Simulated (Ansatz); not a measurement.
Ga2O3 (model structure, started from the Bi2O3 type, P6₃mc, No. 186, 20 atoms in the cell): c axis length by level of theory

No measured value is used here.

| level (code) | value (Å) |
|---|---|
| LDA (Ansatz) | 4.749 |
| PBE (Ansatz) | 4.895 |
| PBEsol (Ansatz) | ? |
| PBE-D3(BJ) (Ansatz) | ? |
| r²SCAN (Ansatz) | 4.801 |
| r²SCAN+rVV10 (Ansatz) | 4.776 |

Problem. What belongs in the gaps?

Solution. 
- PBEsol (Ansatz, an electronic-structure program), value (Å): 4.806
- PBE-D3(BJ) (Ansatz), value (Å): 4.843

Cutoffs differ between the levels. Ansatz's density-functional and Hartree–Fock values are scalar-relativistic unless marked +SOC, with PAW data made under PBE.

A model structure was made by putting elements into a prototype or built by hand; it is no filed structure, need not be a known phase, and can be a saddle point held by its symmetry.
